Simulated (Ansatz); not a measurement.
The reference is Zr in the hcp (Mg type) structure (space group P6_3/mmc, No. 194; a = 3.244 Å, c = 5.158 Å; relaxed with 0.1 eV smearing). Axes: x lies along a and z along c of the hexagonal cell.

Level of theory: r2SCAN in Ansatz (plane waves to 500 eV, PAW, no SOC).

For the base:

| Quantity | Result |
|---|---|
| Volume per atom | 23.51 Å³ |

Perturbation: biaxial strain −0.70 %, plane normal [001], relaxed out of plane (Cartesian); in-plane vectors clamped, the third vector and the atoms free.

Q: What happens to the in-plane stress and volume per atom?

A: The mean in-plane stress (compression positive) is +1.2 GPa; the volume per atom falls by 0.204 Å³ (23.51 Å³ → 23.30 Å³).

Whether these cells are dynamically stable was not tested. The final runs are not spin-polarised.

Ansatz is a quantum-chemistry and plane-wave program.
